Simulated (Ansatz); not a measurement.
# Pressure series in hypothetical I4_132 Ge

Start from Ge (space group I4_132, No. 214; a = 6.801 Å; a hypothetical phase, not in the database extracts checked).

Cell and atoms are relaxed at each pressure.

All numbers come from Kohn–Sham DFT with the PBEsol functional, run in Ansatz (a program for electronic structure) with PAW and 420 eV plane waves, without spin-orbit coupling.

Two rows of this table had their results exchanged by mistake.

```tsv
pressure	volume per atom (Å³)	shortest distance (Å)	band gap
pressure −2 GPa	43.31	2.483	zero
pressure −1 GPa	41.02	2.439	zero
pressure 0.3 GPa	38.87	2.395	zero
pressure 0.7 GPa	38.33	2.384	zero
pressure 1.5 GPa	37.34	2.364	zero
pressure 3 GPa	32.69	2.261	zero
pressure 5 GPa	34.26	2.297	zero
pressure 7.5 GPa	35.85	2.332	zero
pressure 10 GPa	31.38	2.230	zero
```

Q: Which two?

A: The rows for pressure 3 GPa and pressure 7.5 GPa: the volume has to fall steadily with pressure, so 35.85 Å³ belongs to pressure 3 GPa and 32.69 Å³ to pressure 7.5 GPa.

Load acts through the strain it causes; cell and atoms are relaxed under it. No phonon test of stability was made. No other phases were tried under pressure.
